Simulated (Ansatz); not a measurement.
## MgTe: response to strain

Take MgTe in the wurtzite structure (space group P6_3mc, No. 186; a = 4.561 Å, c = 7.413 Å) as the base. Axes: x lies along a and z along c of the hexagonal cell.

Strains are applied to the cell and any free atomic positions relax; under biaxial strain the out-of-plane vector relaxes too.

Calculations: PBEsol (Ansatz, an electronic-structure program, PAW, spin-orbit coupling left out).

For the base:

The band gap comes out as 2.39 eV.

Task: The aim is a band gap between 2.83 eV and 3.12 eV. Which of these changes reaches it?
A) biaxial strain +2.15 %, plane normal [001], relaxed out of plane
B) isotropic strain −5.47 %
C) biaxial strain −2.92 %, plane normal [001], relaxed out of plane

Result: B, isotropic strain −5.47 %. It gives 2.98 eV; biaxial strain +2.15 %, plane normal [001], relaxed out of plane gives 2.14 eV; biaxial strain −2.92 %, plane normal [001], relaxed out of plane gives 2.34 eV. Changes not listed may reach it too

With Te present, leaving out spin-orbit coupling can change the band edges. No phonon test of stability was made.
